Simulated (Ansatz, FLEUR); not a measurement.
An Ansatz (a program for electronic structure) input for a self-consistent single point of La (P6_3/mmc, 2 atoms in the cell) (DFT, PBE, plane waves, default PAW files):

Ansatz 0.2 input:
```yaml
crystal:
  lattice:
    - [3.74628500, 0.00000000, 0.00000000]
    - [-1.87314200, 3.24437700, 0.00000000]
    - [0.00000000, 0.00000000, 6.08244600]
  atoms:
    - { symbol: La, position: [0.33333300, 0.66666700, 0.25000000] }
    - { symbol: La, position: [0.66666700, 0.33333300, 0.75000000] }
basis:
  ecutwfc: 420.0
kpoints:
  mp_grid: { grid: [13, 13, 7] }
hamiltonian:
  xc: pbe
  pseudopotentials: { kind: paw }
scf:
  occupations: { method: gaussian, width: 0.136 }
output:
  forces: true
  eigenvalues: true
  stress: true
```

Write the same calculation as an input for FLEUR.

One input that does it (others would too):

Input of the input generator:

```
La crystal
&input film=f /
3.7462844343 -0.0000001187 0.0000000000
-1.8731421143 3.2443775493 0.0000000000
0.0000000000 0.0000000000 6.0824460000
1.8897261246
1.0 1.0 1.0

2
57 0.3333333333 0.6666666667 0.2500000000
57 0.6666666667 0.3333333333 0.7500000000

&comp jspins=1 /
&kpt div1=13 div2=13 div3=7 /
&end /
```

```xml
<?xml version="1.0" encoding="UTF-8" standalone="no"?>
<fleurInput fleurInputVersion="0.39">
   <comment>
      La crystal                                                                                          
   </comment>
   <calculationSetup>
      <cutoffs Kmax="4.5" Gmax="22.5" GmaxXC="22.5" numbands="0"/>
      <scfLoop itmax="60" minDistance="0.00001" maxIterBroyd="15" imix="Anderson" alpha="0.05" precondParam="0.0" spinf="2.0"/>
      <coreElectrons ctail="T" frcor="F" kcrel="0" coretail_lmax="0"/>
      <xcFunctional name="pbe" relativisticCorrections="F"/>
      <magnetism jspins="1"/>
      <soc l_soc="F" theta="0.0" phi="0.0" spav="F"/>
      <expertModes spex="0" secvar="F"/>
      <geometryOptimization l_f="T" forcealpha="1.0" forcemix="BFGS" epsdisp="0.00001" epsforce="0.00001"/>
      <ldaU l_linMix="F" mixParam="0.05" spinf="1.0"/>
   </calculationSetup>
   <cell>
      <bzIntegration valenceElectrons="22.0" mode="gauss" fermiSmearingEnergy="0.00499791">
         <kPointListSelection listName="default-1"/>
         <!-- k-points included here -->
         <xi:include xmlns:xi="http://www.w3.org/2001/XInclude" href="kpts.xml"> </xi:include>
      </bzIntegration>
      <!-- symmetry operations included here -->
      <xi:include xmlns:xi="http://www.w3.org/2001/XInclude" href="sym.xml"> </xi:include>
      <bulkLattice scale="1.0">
         <bravaisMatrix>
            <row-1>    7.0794515656790420    -0.0000002243104910     0.0000000000000000</row-1>
            <row-2>   -3.5397255884811889     6.1309850129779342     0.0000000000000000</row-2>
            <row-3>    0.0000000000000000     0.0000000000000000    11.4941571076687712</row-3>
         </bravaisMatrix>
      </bulkLattice>
   </cell>
   <atomSpecies>
      <species name="Lanthanum (La)" element="La" atomicNumber="57">
         <mtSphere radius="2.66" gridPoints="879" logIncrement="0.015"/>
         <atomicCutoffs lmax="10" lnonsphr="8"/>
         <electronConfig flipSpins="F">
            <coreConfig>(1s1/2) (2s1/2) (2p1/2) (2p3/2) (3s1/2) (3p1/2) (3p3/2) (4s1/2) (3d3/2) (3d5/2) (4p1/2) (4p3/2) (4d3/2) (4d5/2)</coreConfig>
            <valenceConfig>(5s1/2) (5p1/2) (5p3/2) (6s1/2) (5d3/2) (5d5/2)</valenceConfig>
            <stateOccupation state="(5d3/2)" spinUp="0.2" spinDown="0.2"/>
            <stateOccupation state="(5d5/2)" spinUp="0.3" spinDown="0.3"/>
         </electronConfig>
         <energyParameters s="6" p="5" d="5" f="4"/>
         <lo type="SCLO" l="0" n="5" eDeriv="0"/>
         <lo type="HELO" l="1" n="6" eDeriv="0"/>
         <lo type="HELO" l="1" n="6" eDeriv="1"/>
         <lo type="SCLO" l="2" n="5" eDeriv="2"/>
         <lo type="SCLO" l="3" n="4" eDeriv="2"/>
      </species>
   </atomSpecies>
   <atomGroups>
      <atomGroup species="Lanthanum (La)">
         <relPos label="                   1">1.000/3.000 -1.000/3.000 1.000/4.000</relPos>
         <relPos label="                   2">-1.000/3.000 1.000/3.000 -1.000/4.000</relPos>
         <force calculate="T" relaxXYZ="TTT"/>
      </atomGroup>
   </atomGroups>
   <output dos="F" band="F" slice="F">
      <checks vchk="F" cdinf="F"/>
      <bandDOS minEnergy="-.5*Htr" maxEnergy="0.5*Htr" sigma="0.015" storeEVData="T"/>
      <vacuumDOS vacdos="F" integ="F" star="F" nstars="0" locx1="0.0" locy1="0.0" locx2="0.0" locy2="0.0" nstm="0" tworkf="0.0"/>
      <unfoldingBand unfoldBand="F" supercellX="1" supercellY="1" supercellZ="1"/>
      <plotting iplot="0" polar="F">
         <plot TwoD="T" vec1="  1.0  0.0  0.0" vec2="  0.0  1.0  0.0" vec3="  0.0  0.0  1.0" zero="  0.0  0.0  0.0" file="plot"/>
      </plotting>
      <chargeDensitySlicing numkpt="0" minEigenval="0.0" maxEigenval="0.0" nnne="0" pallst="F"/>
      <specialOutput eonly="F"/>
      <magneticCircularDichroism mcd="F" energyLo="-10.0" energyUp="0.0"/>
   </output>
  <!-- We include the file relax.xml here to enable relaxations (see documentation) -->
  <xi:include xmlns:xi="http://www.w3.org/2001/XInclude" href="relax.xml"> <xi:fallback/> </xi:include>
</fleurInput>
```

Basis settings and potentials, where a program has them, do not carry over. This input uses DFT, PBE, all-electron FLAPW (FLEUR), scalar-relativistic valence.

The starting cell was generated: these elements placed on a structure prototype, without a prior relaxation; it need not be a known phase or ordering of this composition. Its lattice was rescaled by a random factor within 2.5 % of one.
